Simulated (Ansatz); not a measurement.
The starting structures come from a database of crystals and need not be the phases stable at ambient conditions.

 Where the default PAW files enter, the runs use the earlier of Ansatz's two default sets.

**Evanescent states of Bi2Te2Se (R-3m, not sure to be the ambient phase, 5 atoms a cell, 31.7 Å³ an atom, 2 GPa at this level) along the normal of (001)**

Level of theory: r2SCAN (plane waves, PAW; Ansatz, an electronic-structure program).

The gap is the functional's own, uncorrected, and κ follows it; spin-orbit coupling is left out. Mid-gap values are interpolated between the computed energies.

Energies count from the valence-band top; κ is the least over a 12×12 mesh across the current.

| E (eV) | κ (1/Å) | where |
|---|---|---|
| 0.03 | 0.024 | Γ |
| 0.07 | 0.037 | Γ |
| 0.12 | 0.042 | Γ |
| 0.17 | 0.042 | Γ |
| 0.23 | 0.037 | Γ |
| 0.28 | 0.023 | Γ |

Problem. How thick must the barrier be to attenuate the transmission by 10^8 when the electrodes' Fermi level lies at 0.07 eV, and what attenuation does that film give at 0.12 eV?

Solution. d = 8 ln 10 / (2 × 0.037) = 248.9 Å. At 0.12 eV it gives 8 × 0.042/0.037 = 9.1 decades.
